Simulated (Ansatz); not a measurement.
Take ScAl3 in the Cu3Au type structure (space group Pm-3m, No. 221; a = 4.0725 Å; relaxed with 0.1 eV smearing) as the base. Axes: x, y, z lie along the cube axes.

Computed with PBEsol (Ansatz, a first-principles code, PAW, no spin-orbit coupling), earlier PAW set.

Strains are applied to the cell and any free atomic positions relax; under biaxial strain the out-of-plane vector relaxes too.

One change was made to it. Results:

The shortest interatomic distance drops by 0.012 Å (2.880 Å → 2.868 Å); the energy grows by 2.2 meV/atom.

Problem. Which of these changes matches the shifts?
(A) biaxial strain −4.14 %, plane normal [001], relaxed out of plane
(B) biaxial strain +1.00 %, plane normal [110], relaxed out of plane
(C) biaxial strain +0.56 %, plane normal [001], relaxed out of plane
(D) biaxial strain +2.84 %, plane normal [001], relaxed out of plane

Solution. B, biaxial strain +1.00 %, plane normal [110], relaxed out of plane. For comparison, the energy relative to the base in the other runs: biaxial strain +2.84 %, plane normal [001], relaxed out of plane gives +17 meV/atom; biaxial strain +0.56 %, plane normal [001], relaxed out of plane gives +0.7 meV/atom; biaxial strain −4.14 %, plane normal [001], relaxed out of plane gives +43 meV/atom.

No phonon test of stability was made. All final runs are without spin polarisation.
